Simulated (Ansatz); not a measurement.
The structure below was relaxed with PBEsol, PAW, 420 eV (Ansatz, a quantum-chemistry and plane-wave program; no SOC), at pressure 60 GPa.

```
Au
1.0
    0.00000     1.91203     1.91203
    1.91203     0.00000     1.91203
    1.91203     1.91203     0.00000
Au
1
Direct
  0.00000   0.00000   0.00000
```

Question: Find the space group and the Wyckoff positions.

Answer: Space group Fm-3m (No. 225); a = b = c = 3.8241 Å, α = β = γ = 90.00°

```json
[
 {"atom": "Au", "site": "4a", "symmetry": "m-3m", "x": "0.0000", "y": "0.0000", "z": "0.0000"}
]
```

Load acts through the strain it causes; cell and atoms are relaxed under it. No phonon test of stability was made. No other phases were tried under pressure. The cell was made from Au in the fcc (Cu type) structure (space group Fm-3m, No. 225) by this change: pressure 60 GPa.
